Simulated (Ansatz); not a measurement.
Base system: InSb in the zinc blende structure (space group F-43m, No. 216; a = 6.5191 Å).

It is then changed as follows: cell and atoms relaxed at a pressure of 9 GPa.

Levels (all Ansatz, a first-principles code, PAW): PBEsol (420 eV, scalar-relativistic without spin-orbit coupling); r2SCAN (500 eV, no spin-orbit coupling); HSE06 (420 eV, no spin-orbit coupling).

At the geometry relaxed with PBEsol, these levels gave the following band gaps, in shuffled order: (a) 0.49 eV, (b) 1.36 eV, (c) 1.05 eV.

Question: Match each gap to its level.

Answer: (a) PBEsol; (b) HSE06; (c) r2SCAN.

Single points use the geometry relaxed with PBEsol. With Sb present, leaving out spin-orbit coupling can change the band edges. Load acts through the strain it causes; cell and atoms are relaxed under it. Stability against distortions was not tested. Tetrahedral semiconductors of this kind turn to denser phases somewhere between about 1 and 50 GPa; those were not computed, so compressed cells here can lie past the real transition. The final runs are not spin-polarised.
